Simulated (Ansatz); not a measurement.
The starting structures come from a database of crystals and need not be the phases stable at ambient conditions.

 Where the default PAW files enter, the runs use the earlier of Ansatz's two default sets.

```xyz
6
Lattice="4.9546 0.0000 0.0000 0.0000 4.9546 0.0000 2.4773 -2.4773 3.6557" Properties=species:S:1:pos:R:3 pbc="T T T"
Si     0.0000     0.0000     0.0000
Si     2.4773     0.0000     1.8278
O      3.7159     0.4796     0.9139
O      2.9568    -1.2386     2.7418
O      1.2386    -0.4796     0.9139
O      1.9977     1.2386     2.7418
```

Space group of this cell: I-42d. The cell is taken as given.

The numbers are results of r2SCAN (plane waves, PAW; Ansatz, a program for electronic structure), not measurements.

The current runs along the normal of the first two printed vectors; no spin-orbit coupling. Scaled by the factor s: the length along the current (ions clamped). Meshes 8×8×8 and 6×6 across the current in all rows.

| s | mean pressure (GPa) | band gap (eV) |
|---|---|---|
| 0.97 | 5.4 | ? |
| 1.00 | 0.1 | 6.55 |
| 1.03 | -4.7 | 6.36 |

Problem. Take the slope of the band gap against ln s from the two given rows, extrapolate to s = 0.97, and say what the run there gives.

Solution. Slope = (6.36 − 6.55) / ln 1.03 = -6.43 eV. The line gives 6.55 + (-6.43) × ln 0.97 = 6.75 eV. The run gives 6.70 eV, 0.05 eV under the line, 23 % of the predicted step.
